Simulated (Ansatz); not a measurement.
**AlRh, pressure series**

Start from AlRh in the CsCl type structure (space group Pm-3m, No. 221; a = 2.9721 Å; a cell from a computed database, its experimental status unchecked).

Cell and atoms are relaxed at each pressure.

All numbers come from plane-wave PAW DFT at the PBEsol level (Ansatz, a program for electronic structure, 420 eV), no spin-orbit coupling.

```csv
P (GPa),V (Å³/atom)
-2.00,13.254
-1.00,13.190
0.30,13.109
0.70,13.084
1.50,13.036
2.99,12.949
4.99,12.837
7.49,12.704
9.99,12.578
```

Q: Fit a third-order Birch–Murnaghan equation of state.

A: Least squares on P(V) = (3B₀/2)[(V₀/V)^(7/3) − (V₀/V)^(5/3)]·[1 + (3/4)(B₀′ − 4)((V₀/V)^(2/3) − 1)] gives V₀ = 13.13 Å³/atom, B₀ = 212 GPa and B₀′ = 4.5.

Load acts through the strain it causes; cell and atoms are relaxed under it. No phonon test of stability was made. No other phases were tried under pressure. All final runs are without spin polarisation.
